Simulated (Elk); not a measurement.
## Input and output of a self-consistent single point for CdS (F-43m, 2 atoms in the cell) (Elk)

Level of theory: PBE, all-electron FP-LAPW, Elk's shipped species files, APW+lo basis with extra local orbitals in Elk 10.2.4.

This input was run:

```
tasks
  0

xctype
  20

rgkmax
  7.5

gmaxvr
  16.0

nxlo
  2

lorbcnd
  .true.

rmtscf
  0.92

lmaxi
  2

stype
  0

swidth
  0.0001

maxscl
  100

scale
  7.70610416

avec
    0.0000000000    0.7071067812    0.7071067812
    0.7071067812    0.0000000000    0.7071067812
    0.7071067812    0.7071067812    0.0000000000

atoms
  2
  'Cd.in'
  1
  0.0000000000  0.0000000000  0.0000000000    0.0 0.0 0.0
  'S.in'
  1
  0.2500000000  0.2500000000  0.2500000000    0.0 0.0 0.0

ngridk
  10 10 10
```

Output (repeated stretches shortened):

```
│ Elk code version 10.2.4 │

All units are atomic (Hartree, Bohr, etc.)

│ Ground-state run starting from atomic densities │

Lattice vectors :
   0.000000000       5.449038508       5.449038508
   5.449038508       0.000000000       5.449038508
   5.449038508       5.449038508       0.000000000

Unit cell volume      :    323.5859280
Brillouin zone volume :   0.7665667509

Muffin-tin inner radius fraction :   0.1000000000E-01

Nuclei treated as point charges

Species :    1 (Cd)
 parameters loaded from : Cd.in
 name : cadmium
 nuclear charge    :   -48.00000000
 electronic charge :    48.00000000
 atomic mass :    204912.7175
 muffin-tin radius :    2.392000000
 number of radial points in muffin-tin :    597
 atomic positions (lattice), magnetic fields (Cartesian) :
   1 :   0.00000000  0.00000000  0.00000000    0.00000000  0.00000000  0.00000000

Species :    2 (S)
 parameters loaded from : S.in
 name : sulphur
 nuclear charge    :   -16.00000000
 electronic charge :    16.00000000
 atomic mass :    58450.91926
 muffin-tin radius :    2.024000000
 number of radial points in muffin-tin :    397
 atomic positions (lattice), magnetic fields (Cartesian) :
   1 :   0.25000000  0.25000000  0.25000000    0.00000000  0.00000000  0.00000000

Total number of atoms per unit cell :    2

Spin treatment :
 spin-unpolarised

Number of Bravais lattice symmetries :   48
Number of crystal symmetries         :   24
Crystal has no inversion symmetry
Complex Hermitian eigensolver will be used

k-point grid :     10    10    10
k-point offset :    0.000000000       0.000000000       0.000000000
k-point set is reduced with full crystal symmetry group
Total number of k-points :       73

Muffin-tin radius times maximum |G+k| :    7.500000000
 using average radius
Maximum |G+k| for APW functions       :    3.396739130
Maximum (1/2)|G+k|²                   :    5.768918360
Maximum |G| for potential and density :    16.00000000
 potential will be trimmed for |G| > 2 gkmax
Constant for pseudocharge density :   10
Radial integration step length :    4

G-vector grid sizes :     40    40    40
Number of G-vectors :    22227

Maximum angular momentum used for
 APW functions                      :    8
 outer part of muffin-tin           :    6
 inner part of muffin-tin           :    2

Total nuclear charge    :   -64.00000000
Total core charge       :    40.00000000
Total valence charge    :    24.00000000
Total excess charge     :    0.000000000
Total electronic charge :    64.00000000

Effective Wigner radius, rₛ :    1.064732101

Number of empty states         :    8
Total number of valence states :   20
Total number of core states    :   40

Conduction state local-orbitals added automatically
Total number of local-orbitals :  148

Exchange-correlation functional :     20     0     0
 Perdew-Burke-Ernzerhof, Phys. Rev. Lett. 77, 3865 (1996)
 gradient requirement :    1
 generalised gradient approximation (GGA)

Smearing type :    0
 Gaussian
Smearing width :   0.1000000000E-03
Effective electronic temperature (K) :    31.57750248

Mixing type :    3
 Broyden mixing, J. Phys. A: Math. Gen. 17, L317 (1984)

Kohn-Sham potential initialised from atomic data

│ Self-consistent loop started │
│ Loop number : 1 │
 total energy                :     -5997.75934756
│ Loop number : 2 │
 total energy                :     -5997.83350972
RMS change in Kohn-Sham potential (target) :   0.3337229902     (  0.1000000000E-05)
Absolute change in total energy (target)   :   0.7416215918E-01 (  0.1000000000E-03)
│ Loop number : 3 │
 total energy                :     -5997.62450325
RMS change in Kohn-Sham potential (target) :   0.3184982081     (  0.1000000000E-05)
Absolute change in total energy (target)   :   0.1904659376     (  0.1000000000E-03)
│ Loop number : 4 │
 total energy                :     -5996.39819745
RMS change in Kohn-Sham potential (target) :   0.1642574483     (  0.1000000000E-05)
Absolute change in total energy (target)   :    1.273922277     (  0.1000000000E-03)
│ Loop number : 5 │
 total energy                :     -5995.69629900
RMS change in Kohn-Sham potential (target) :   0.5928110610E-01 (  0.1000000000E-05)
Absolute change in total energy (target)   :    1.020379026     (  0.1000000000E-03)
│ Loop number : 6 │
 total energy                :     -5995.46789792
RMS change in Kohn-Sham potential (target) :   0.1598395356E-01 (  0.1000000000E-05)
Absolute change in total energy (target)   :   0.4834958312     (  0.1000000000E-03)
│ Loop number : 7 │
 total energy                :     -5995.39151680
RMS change in Kohn-Sham potential (target) :   0.6655821099E-03 (  0.1000000000E-05)
Absolute change in total energy (target)   :   0.1972550762     (  0.1000000000E-03)
│ Loop number : 8 │
 total energy                :     -5995.40460828
RMS change in Kohn-Sham potential (target) :   0.3528548775E-03 (  0.1000000000E-05)
Absolute change in total energy (target)   :   0.3622229386E-01 (  0.1000000000E-03)
│ Loop number : 9 │
 total energy                :     -5995.40038322
RMS change in Kohn-Sham potential (target) :   0.1723476647E-03 (  0.1000000000E-05)
Absolute change in total energy (target)   :   0.1328063598E-01 (  0.1000000000E-03)
│ Loop number : 10 │
 total energy                :     -5995.39594350
RMS change in Kohn-Sham potential (target) :   0.4674642559E-04 (  0.1000000000E-05)
Absolute change in total energy (target)   :   0.7759878792E-02 (  0.1000000000E-03)
│ Loop number : 11 │
 total energy                :     -5995.39502634
RMS change in Kohn-Sham potential (target) :   0.7116093571E-05 (  0.1000000000E-05)
Absolute change in total energy (target)   :   0.2857121921E-02 (  0.1000000000E-03)
│ Loop number : 12 │
 total energy                :     -5995.39486115
RMS change in Kohn-Sham potential (target) :   0.1395075051E-05 (  0.1000000000E-05)
Absolute change in total energy (target)   :   0.8794694722E-03 (  0.1000000000E-03)
│ Loop number : 13 │
 total energy                :     -5995.39483440
RMS change in Kohn-Sham potential (target) :   0.7642241544E-06 (  0.1000000000E-05)
Absolute change in total energy (target)   :   0.2466209562E-03 (  0.1000000000E-03)
│ Loop number : 14 │
 total energy                :     -5995.39480980
RMS change in Kohn-Sham potential (target) :   0.1324189733E-06 (  0.1000000000E-05)
Absolute change in total energy (target)   :   0.8625680312E-04 (  0.1000000000E-03)
Convergence targets achieved

│ Loop number : 15 │

Energies :
 Fermi                       :     0.134654381877
 sum of eigenvalues          :     -3584.75233530
 electron kinetic            :      6267.98076399
 core electron kinetic       :      6069.02009812
 Coulomb                     :     -12082.8109797
 Coulomb potential           :     -9617.60205104
 nuclear-nuclear             :     -518.842673055
 electron-nuclear            :     -13510.3345623
 Hartree                     :      1946.36625565
 Madelung                    :     -7274.00995422
 xc potential                :     -235.131048252
 exchange                    :     -177.390934770
 correlation                 :     -3.17365971591
 total energy                :     -5995.39481024

Density of states at Fermi energy :   0.8022321335E-05
 (states/Hartree/unit cell)

Estimated indirect band gap :   0.4253171452E-01
 from k-point      1 to k-point      1
Estimated direct band gap   :   0.4253171452E-01
 at k-point      1

Charges :
 core                        :    40.00000000
 valence                     :    24.00000000
 interstitial                :    3.770987515
 muffin-tins (core leakage)
  species :    1 (Cd)
   atom    1                 :    46.24046946     (  0.7527711215E-03)
  species :    2 (S)
   atom    1                 :    13.98854303     (  0.2239359310E-03)
 total in muffin-tins        :    60.22901248
 total calculated charge     :    63.99618901
 total charge                :    64.00000000
 error                       :   0.3810986013E-02

│ Self-consistent loop stopped │
```

The run converged in 15 iterations. The count includes the last loop, which Elk runs after its targets are met.

The starting cell comes from a database of computed structures (which also holds hypothetical and non-ambient phases and stackings), without a prior relaxation at this level. Its lattice was rescaled by a random factor within 2.5 % of one. Values depend on the basis (sphere radii, cutoffs, local orbitals), which need not be converged.

Cost on one core of a shared machine: roughly 90 s.
